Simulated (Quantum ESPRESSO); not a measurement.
# Several settings converged on Sc₂Al (P3m1, 6 atoms in the cell)

```yaml
crystal:
  lattice:
    - [4.87793, 0.00000, 0.00000]
    - [-2.43897, 4.22441, 0.00000]
    - [0.00000, 0.00000, 6.14294]
  atoms:
    - { symbol: Sc, position: [0.00000, 0.00000, 0.00814] }
    - { symbol: Sc, position: [0.00000, 0.00000, 0.50000] }
    - { symbol: Sc, position: [0.33333, 0.66667, 0.75000] }
    - { symbol: Sc, position: [0.66667, 0.33333, 0.25000] }
    - { symbol: Al, position: [0.33333, 0.66667, 0.25000] }
    - { symbol: Al, position: [0.66667, 0.33333, 0.75000] }
```

Base method: PBEsol, GBRV 1.5 ultrasoft (PBESOL) pseudopotentials (plane waves; Quantum ESPRESSO).

Base settings: ecutwfc = 50 Ry; ecutrho = 400 Ry; occupations = smearing; smearing = fermi-dirac; degauss = 0.0073499 Ry; potentials = {Sc: sc_pbesol_v1.uspp.F.UPF, Al: al_pbesol_v1.uspp.F.UPF}; K_POINTS = automatic 3 3 2 0 0 0; conv_thr = 1e-09 Ry; mixing_beta = 0.3.

The count of work is k-points × plane waves × bands × iterations; it is no time. 

**The cutoff for other potential files**

Level: DFT, PBEsol, plane waves, SSSP 1.1.2 efficiency (PBE) pseudopotentials.

In this ladder: pseudopotentials = {Sc: Sc_ONCV_PBE-1.0.oncvpsp.upf, Al: Al.pbe-n-kjpaw_psl.1.0.0.UPF}; input_dft = pbesol. Moved along: ecutrho.

The second cell is the first with its lattice scaled by 0.98.

The mesh stays at the base's, so the ladder's end is converged at best in this setting alone.

Only quantities that move along the ladder and can be compared are tabulated.

```tsv
ecutwfc	free energy less the last step's (meV/atom)	energy of the compressed cell less the first (meV/atom)	pressure (GPa)	largest difference of a force vector from the last step's (eV/Å)	count of work / last
27 Ry	196.94	12.34	-9.57	0.014	0.097
33 Ry	25.43	8.94	-2.82	0.008	0.15
42 Ry	1.11	8.59	-1.15	0.000	0.18
60 Ry	0.70	8.60	-1.12	0.000	0.36
90 Ry	0.02	8.56	-1.12	0.000	0.69
120 Ry	0.00	8.56	-1.12	0.000	1.0
```

Coarsest ecutwfc that holds the pressure within 0.2 GPa of the last step, with all finer ones: 42 Ry, at 0.18 of the last step's count of work; the step before is off by 1.7 GPa.

Coarsest ecutwfc that holds the free energy within 2 meV/atom of the last step, with all finer ones: 42 Ry, at 0.18 of the last step's count of work; the step before is off by 25 meV/atom.

Coarsest ecutwfc that holds the forces within 0.01 eV/Å of the last step, with all finer ones: 33 Ry, at 0.15 of the last step's count of work; the step before is off by 0.014 eV/Å.

The energy difference between the two cells stays within 1 meV/atom of the last step's from 33 Ry on, the total only from 60 Ry on: much of the error is common to both cells and cancels.

At the lowest cutoff the pressure lies 8.5 GPa under the last step's, the usual sign of Pulay stress in an incomplete plane-wave basis.

**The relaxed cell against the cutoff**

On Sc2Al (P6_3/mmc, 6 atoms in the cell): atoms on their sites.

In this ladder: calculation = vc-relax; tprnfor = default; tstress = default. Moved along: ecutrho.

The mesh stays at the base's, so the ladder's end is converged at best in this setting alone.

Only quantities that move along the ladder and can be compared are tabulated.

```tsv
ecutwfc	relaxed volume (Å³/atom)	relaxation steps
25 Ry	20.500	5
30 Ry	20.637	5
35 Ry	20.619	5
50 Ry	20.657	5
75 Ry	20.659	5
100 Ry	20.660	5
```

Coarsest ecutwfc that holds the relaxed volume within 0.103 Å³/atom of the last step, with all finer ones: 30 Ry; the step before is off by 0.16 Å³/atom.

At the lowest cutoff the cell relaxes to a volume 0.8 % smaller than at the highest.

On the base run: the starting cell comes from a database of computed structures (which also holds hypothetical and non-ambient phases and stackings), without a prior relaxation at this level. Its lattice was rescaled by up to half a per cent. One atom was moved a little off its site on purpose. Without a gap this mesh is coarse (it stands for a supercell whose shortest vector is 12 Å).
